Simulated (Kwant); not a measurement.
Device: wire with a row of barriers in a InSb two-dimensional gas. Effective mass 0.014 mₑ, grid spacing 6.7 nm, hard walls, nominal width 200 nm (29 grid rows, so walls 201 nm apart), one parabolic valley, scattering region 670 nm long along x; energies count from the band bottom; Fermi energy swept from 0.00053719 to 0.0063791 eV. 2 barrier(s) across the wire, height 0.0057 eV, thickness 13.4 nm (about 2 grid columns), spaced by 107.2 nm.

The device is made up for the run: typed textbook-type constants, with dimensions and the other settings drawn at random.

Kwant, effective-mass tight-binding model on a square grid, one spin, coherent transport at 0 K. Conductance is in e²/h.

| E (meV) | A | B | C | D |
|---|---|---|---|---|
| 0.5372 | 0 | 0.00066 | 0 | 0 |
| 0.8679 | 0.022 | 0.048 | 0 | 0.0023 |
| 1.198 | 0.21 | 0.67 | 0.019 | 0.090 |
| 1.566 | 0.99 | 0.56 | 0.20 | 0.52 |
| 1.897 | 0.71 | 0.34 | 0.59 | 0.99 |
| 2.227 | 0.51 | 0.31 | 0.95 | 0.86 |
| 2.595 | 0.44 | 0.55 | 0.97 | 0.67 |
| 2.925 | 0.48 | 1.35 | 0.86 | 0.59 |
| 3.256 | 0.81 | 0.98 | 0.78 | 0.57 |
| 3.623 | 1.56 | 1.06 | 0.72 | 0.63 |
| 3.954 | 1.31 | 1.24 | 0.70 | 0.90 |
| 4.285 | 1.26 | 1.37 | 0.70 | 1.53 |
| 4.652 | 1.33 | 1.45 | 0.78 | 1.65 |
| 4.983 | 1.42 | 1.58 | 1.04 | 1.52 |
| 5.314 | 1.50 | 2.37 | 1.50 | 1.47 |
| 5.681 | 1.58 | 2.24 | 1.79 | 1.49 |
| 6.012 | 1.65 | 2.01 | 1.77 | 1.53 |
| 6.379 | 1.84 | 1.88 | 1.70 | 1.59 |

Column A is the base. The others each differ by one change: effective mass 0.014 → 0.0084 mₑ; effective mass 0.014 → 0.011 mₑ; effective mass 0.014 → 0.018 mₑ. Which is which?

B: effective mass 0.014 → 0.018 mₑ; C: effective mass 0.014 → 0.0084 mₑ; D: effective mass 0.014 → 0.011 mₑ.
